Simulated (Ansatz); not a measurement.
Base system: W in the bcc (W type) structure (space group Im-3m, No. 229; relaxed with 0.1 eV smearing).

```yaml
crystal:
  lattice:
    - [-1.57711, 1.57711, 1.57711]
    - [1.57711, -1.57711, 1.57711]
    - [1.57711, 1.57711, -1.57711]
  atoms:
    - { symbol: W, position: [0.00000, 0.00000, 0.00000] }
```

Cartesian axes are those of the cell as printed.

The values are results of PBEsol in Ansatz (plane waves to 420 eV, PAW, spin-orbit coupling left out), not measurements.

The change: compressive biaxial strain of 2.50 % in the plane normal to [001], as in epitaxy on a mismatched substrate; the out-of-plane cell vector and the atoms relax.

### Question
What does the calculation give for the out-of-plane strain, in-plane stress and energy relative to the base after the change?

### Answer
The out-of-plane strain amounts to +2.15 %; the mean in-plane stress (compression positive) is +15.6 GPa; the energy grows by 38 meV/atom.

Stability against distortions was not tested. All final runs are without spin polarisation.

Ansatz is a quantum-chemistry and plane-wave program.
